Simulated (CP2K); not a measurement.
Worked example: self-consistent single point of Cl2 (Cmce, 4 atoms in the cell) in CP2K.

Computed with PBEsol, GPW, DZVP-MOLOPT-SR-GTH basis, GTH-PBE potentials (GTH_POTENTIALS) (CP2K 2026.2).

```
Cl2
1.0
    3.85853     0.00000     0.00000
    1.66433     3.48113     0.00000
    0.00000     0.00000     8.40240
Cl
4
Direct
  0.88548   0.11452   0.60475
  0.11452   0.88548   0.39525
  0.61452   0.38548   0.10475
  0.38548   0.61452   0.89525
```

Reference input (self-consistent single point, DFT PBE, GPW, DZVP-MOLOPT-SR-GTH basis, GTH-PBE potentials (GTH_POTENTIALS)): CUTOFF = 400 Ry; REL_CUTOFF = 40 Ry; SMEAR/METHOD = FERMI_DIRAC; ELECTRONIC_TEMPERATURE = 232.09 K; KPOINTS/SCHEME = MONKHORST-PACK 9 9 4; GAMMA_CENTERED = T; XC_FUNCTIONAL = PBE; Cl/BASIS_SET = DZVP-MOLOPT-SR-GTH-q7; Cl/POTENTIAL = GTH-PBE-q7; METHOD = GPW; EPS_DEFAULT = 1e-11; NGRIDS = 5. This run's input differs from it in these lines:

```diff
@@ -44,3 +44,6 @@
     &XC
-      &XC_FUNCTIONAL PBE
+      &XC_FUNCTIONAL
+        &PBE
+          PARAMETRIZATION PBESOL
+        &END PBE
       &END XC_FUNCTIONAL
```

Log, with long lists cut:

```
 SCF WAVEFUNCTION OPTIMIZATION

  Step     Update method      Time    Convergence         Total energy    Change
     1 NoMix/Diag. 0.20E+00      -     0.66150666       -59.8996909112 -5.99E+01
     2 Broy./Diag. 0.20E+00      -     0.00302575       -59.8778046279  2.19E-02
     3 Broy./Diag. 0.20E+00      -     0.01682037       -59.8257632771  5.20E-02
     4 Broy./Diag. 0.20E+00      -     0.00073689       -59.7829629259  4.28E-02
     5 Broy./Diag. 0.20E+00      -     0.00291056       -59.7535888946  2.94E-02
     6 Broy./Diag. 0.20E+00      -     0.00022185       -59.7220146353  3.16E-02
   [... 6 lines left out ...]
    13 Broy./Diag. 0.20E+00      -     0.00002160       -59.6960417442 -4.25E-04
    14 Broy./Diag. 0.20E+00      -     0.00000248       -59.6963620130 -3.20E-04
    15 Broy./Diag. 0.20E+00      -     0.00000479       -59.6965296985 -1.68E-04
    16 Broy./Diag. 0.20E+00      -     0.00000060       -59.6965864407 -5.67E-05
  *** SCF run converged in    16 steps ***

  Overlap energy of the core charge distribution:               0.00000000198339
  Self energy of the core charge distribution:               -134.85507118946373
  Core Hamiltonian energy:                                     30.77455703265280
  Hartree energy:                                              55.76825203424553
  Exchange-correlation energy:                                -11.38432432009975
  Electronic entropic energy:                                  -0.00000000000000
  Fermi energy:                                                 0.03974802945514

  Total energy:                                               -59.69658644068176
  Total energy (extrapolated to T->0):                        -59.69658644068176

   [... lines left out ...]

 STRESS| Analytical stress tensor [bar]
 STRESS|                        x                   y                   z
 STRESS|      x       -7.40129759868E+02  -1.00300994600E+02   1.53029152101E-02
 STRESS|      y       -1.00300994600E+02  -6.44256107191E+02  -1.99410638492E-02
 STRESS|      z        1.53029152101E-02  -1.99410638492E-02   8.69804850438E+03
 STRESS| 1/3 Trace                                             2.43788754577E+03
```

The run converged in 16 iterations. Against the reference run the pressure goes from 1.65 to 0.24 GPa, the largest force goes from 0.553 to 0.509 eV/Å and the gap on the mesh goes from 2.155 to 2.085 eV.

The starting cell comes from a database of computed structures (which also holds hypothetical and non-ambient phases and stackings), without a prior relaxation at this level. Values carry the incompleteness of an atom-centred basis. The potentials were made for another functional than the one used.
